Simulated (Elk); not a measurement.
Band structure of Sm₃Ti (I4/mmm, 4 atoms in the cell).

```xyz
4
Lattice="-2.4498 2.4498 4.8512 2.4498 -2.4498 4.8512 2.4498 2.4498 -4.8512" Properties=species:S:1:pos:R:3 pbc="T T T"
Sm     0.0000     2.4498     2.4256
Sm     2.4498     0.0000     2.4256
Sm     0.0000     0.0000     4.8512
Ti     0.0000     0.0000     0.0000
```
Moments meant for the start (each program seeds them in its own way; μB, in the order of the atoms Sm Sm Sm Ti): 5.0 5.0 5.0 0.0.

Method: Elk with PBEsol, all-electron FP-LAPW, Elk's shipped species files, default APW+lo basis.

Settings: xctype = 22; spinpol = true; rgkmax = 7; stype = 0; swidth = 0.00999582 Ha; ngridk = 5 5 5; reducebf = 0.8; nempty = 8 per atom; bfcmt = [[0.0, 0.0, -5.0], [0.0, 0.0, -5.0], [0.0, 0.0, -5.0], [0.0, 0.0, 0.0]].

The starting cell comes from a database of computed structures (which also holds hypothetical and non-ambient phases and stackings), without a prior relaxation at this level. Spin-orbit coupling is off. The magnetic order is the one reached from the typed start; others were not searched systematically. With U or open f shells several self-consistent states can exist. The f electrons are in the valence without U or exact exchange, which can misplace them near the Fermi level. Spin-orbit terms, which matter for f shells, are left out. Values depend on the basis (sphere radii, cutoffs, local orbitals), which need not be converged.

Levels in eV from the Fermi level, bands 38 to 45 of the first spin channel:
| point | 38 | 39 | 40 | 41 | 42 | 43 | 44 | 45 |
|---|---|---|---|---|---|---|---|---|
| Γ | -0.14 | -0.11 | -0.09 | -0.09 | -0.01 | 0.18 | 0.19 | 0.31 |
| X | -0.11 | -0.09 | -0.09 | -0.07 | 0.20 | 0.32 | 0.41 | 0.49 |
| Y | -0.13 | -0.12 | -0.11 | -0.10 | 0.14 | 0.16 | 0.31 | 0.50 |
| S | -0.18 | -0.16 | -0.13 | -0.08 | 0.00 | 0.03 | 0.20 | 0.48 |
| Z | -0.23 | -0.22 | -0.17 | -0.17 | -0.13 | -0.10 | 0.06 | 0.36 |
| S1 | -0.18 | -0.16 | -0.13 | -0.08 | 0.00 | 0.03 | 0.20 | 0.48 |
| N | -0.21 | -0.12 | -0.10 | -0.02 | 0.12 | 0.15 | 0.23 | 0.25 |
| P | -0.12 | -0.11 | -0.09 | -0.09 | 0.33 | 0.53 | 0.54 | 0.54 |
| Y1 | -0.13 | -0.13 | -0.11 | -0.09 | 0.14 | 0.16 | 0.31 | 0.50 |

Bands cross the Fermi level along this path, so the cell is metallic at this level.

The net moment of the cell came out as 20.35 μB.
